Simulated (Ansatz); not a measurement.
LaN (model structure, within 0.1 Å of P4/nmm, No. 129, 8 atoms in the cell) was calculated with HSE06+SOC (Ansatz, a program for electronic structure, PAW).

Numerical settings: plane-wave cutoff 460 eV, 2×6×6 k mesh (along the axes of the cell as run), Fermi–Dirac smearing 0.01 eV, PAW data made under PBE.

Cell (relaxed with PBEsol):

```
CELL_PARAMETERS angstrom
     10.53697     0.00000     0.00000
      0.00000     3.70622     0.00000
      0.00000     0.00000     3.70704
ATOMIC_POSITIONS crystal
  La 0.12680 0.25000 0.25009
  La 0.37320 0.75000 0.75009
  La 0.87320 0.75000 0.74991
  La 0.62680 0.25000 0.24991
  N  0.86757 0.25000 0.25053
  N  0.63243 0.75000 0.75053
  N  0.13243 0.75000 0.74947
  N  0.36757 0.25000 0.24947
```

Question: What does this level give for the band gap?

Answer: 
- band gap = 0.54 eV (on the SCF k mesh) (direct)

Note: cell and atoms aren't relaxed at this level (largest force component 0.10 eV/Å, pressure 2.9 GPa).

The result took roughly 50 core-minutes.

A model structure was made by putting elements into a prototype or built by hand; it is no filed structure, need not be a known phase, and can be a saddle point held by its symmetry.
